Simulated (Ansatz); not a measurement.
LaN (P6₃mc, No. 186, 4 atoms in the cell; start mp-567290; a measured phase of this formula has another space group), treated with HSE06 (PAW; Ansatz, an electronic-structure program).

Input file:

Ansatz 0.2 input:
```yaml
crystal:
  lattice:
    - [4.1153921133, 0.0, 0.0]
    - [-2.0576960567, 3.5640341167, 0.0]
    - [0.0, 0.0, 5.8109125946]
  atoms:
    - { symbol: La, position: [0.3333333333, 0.6666666667, 0.994940258] }
    - { symbol: La, position: [0.6666666667, 0.3333333333, 0.494940258] }
    - { symbol: N, position: [0.3333333333, 0.6666666667, 0.415059742] }
    - { symbol: N, position: [0.6666666667, 0.3333333333, 0.915059742] }
basis:
  ecutwfc: 460
  ecutrho_ratio: 4
  xc_grid: 2
kpoints:
  mp_grid: { grid: [9, 9, 4] }
hamiltonian:
  xc: hse06
  dispersion: none
  pseudopotentials: { azcp: { folder: ./paw }, kind: paw }
scf:
  occupations: { method: fermi_dirac, width: 0.01 }
  convergence: { dr2_threshold: 0.0000000004 }
output:
  forces: true
  stress: true
  eigenvalues: true
```

Output (set-up and result lines):

```
WARN output.stress: scf.exx.energy_threshold = 1e-6 eV is looser than the 4e-8 eV advised for a stress under a hybrid functional (1e-8 eV for each atom of the …
Crystal: 4 atoms, lattice volume = 85.231 Å³
Basis set: ecut = 460 eV, 1911 PW (Γ), exchange–correlation on 60×60×90 points (8 copies of the dense FFT grid, shifted against one another)
Bands: 20, of which v1, the nominal top of the filled ones, is band 16 counted from 1 (15 counted from 0)
Symmetry: 12 space group operations
Space group: P63mc (ITA 186), of the structure as read, at distance tolerance 4.4e-5 Å
k-points: 36 of 324 (time reversal used)
Initial density: superposition of atomic densities (chi_scale 0.1, normalization cell, long waves kept (reshape's long-wave potential 0.00 eV rms))
SCF iter   1: F=—  HF=-13274.258627 eV  |F-HF|=—  |Δ(HF+E_count)|=         —  Δρ=5.33e-2  dr2=4.49e0
SCF iter   2: F=—  HF=-13274.668056 eV  |F-HF|=—  |Δ(HF+E_count)|=   4.09e-1  Δρ=7.59e-2  dr2=5.17e0
  ...
Crystal: 4 atoms, lattice volume = 85.231 Å³
Initial density: handed on by an earlier stage of this run
Crystal: 4 atoms, lattice volume = 85.231 Å³
Crystal: 4 atoms, lattice volume = 85.231 Å³
SCF iter   1: F=—  HF=-13282.541960 eV  |F-HF|=—  |Δ(HF+E_count)|=         —  Δρ=8.00e-7  dr2=3.78e-10
SCF iter   2: F=-13282.541960 eV  HF=-13282.541960 eV  |F-HF|=4.91e-11  |Δ(HF+E_count)|=  7.84e-10  Δρ=4.40e-7  dr2=1.74e-10
SCF 4 converged in 2 iterations: F = -13282.541960 eV  dr2 = 1.74e-10
Free energy (F): -13282.541960 eV
Internal energy: -13282.541960 eV  (E = F + TS)
E sigma→0 (E₀):  -13282.541960 eV
Fermi energy:    10.428204 eV
--- Forces (eV/Å), atoms counted from 1 ---
  atom   1  La     0.00000000     0.00000000    -0.00204754
  atom   2  La    -0.00000000    -0.00000000    -0.00204754
  atom   3  N      0.00000000    -0.00000000     0.00206620
  atom   4  N     -0.00000000     0.00000000     0.00206620
--- Stress (GPa, compression-positive) ---
        2.086158       0.000000       0.000000
        0.000000       2.086158       0.000000
        0.000000       0.000000       1.873086
  P = ⅓ Tr σ = 2.0151 GPa (20.151 kbar)
```

The PAW data were made under PBE.

Note: cell and atoms aren't relaxed at this level (pressure 2.0 GPa).

The result took roughly 7 core-minutes.

A start named mp-… is a Materials Project structure, which need not be a measured phase.
